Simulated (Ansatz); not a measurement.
**CdSe: pressure series**

The reference is CdSe in the zinc blende structure (space group F-43m, No. 216).

```
CELL_PARAMETERS angstrom
      0.00000     3.06658     3.06658
      3.06658     0.00000     3.06658
      3.06658     3.06658     0.00000
ATOMIC_POSITIONS crystal
  Cd 0.00000 0.00000 0.00000
  Se 0.25000 0.25000 0.25000
```

Cell and atoms are relaxed at each pressure.

Level of theory: r2SCAN, PAW, 500 eV (Ansatz, a first-principles code; scalar-relativistic without spin-orbit coupling).

Candidates:
(a) pressure 30 GPa
(b) pressure 9 GPa
(c) pressure 4.5 GPa
(d) pressure 0.9 GPa
(e) pressure −1 GPa

For the base:

The band gap is 1.04 eV.

Q: Order them by band gap, lowest first.

A: (e) pressure −1 GPa (0.99 eV), (d) pressure 0.9 GPa (1.08 eV), (c) pressure 4.5 GPa (1.20 eV), (b) pressure 9 GPa (1.32 eV), (a) pressure 30 GPa (1.64 eV)

Load acts through the strain it causes; cell and atoms are relaxed under it. No phonon test of stability was made. Tetrahedral semiconductors of this kind turn to denser phases somewhere between about 1 and 50 GPa; those were not computed, so compressed cells here can lie past the real transition.
